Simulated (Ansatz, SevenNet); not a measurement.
For CsCl-type CuZn, the machine-learned potential SevenNet-l3i5 (trained on PBE and PBE+U data) gives:

* **lattice constant a**: 2.960 Å
* **formation enthalpy**: -0.090 eV/atom

Problem. What does HSE06 (Ansatz, a program for electronic structure, PAW) give for the same quantities?

Solution. 
- lattice constant a: 2.965 Å (rises by 0.2 %)
- formation enthalpy: -0.135 eV/atom (moves by -0.045 eV/atom)

For comparison: lattice constant a 2.958 Å (measured, temperature not stated, not corrected to a static lattice; as tabulated in First-Principles Study on the Electrical and Thermal Conductivities of Cu–Zn …); formation enthalpy -0.124 eV/atom (measured, temperature not stated, no zero-point or thermal correction; as tabulated in Nepal et al. (2020), arXiv:2007.11150).

Changes are worked out from the printed values.

Unless a cell is named, each level is at its own relaxed cell (SevenNet-l3i5 12.96, HSE06 13.04 Å³/atom).

Caveats: exact exchange on metals is sensitive to the k mesh and can open a false gap (HSE06); the run warned that the count of filled bands differs between k points (HSE06). Ansatz's density-functional and Hartree–Fock values are scalar-relativistic unless marked +SOC, with PAW data made under PBE.
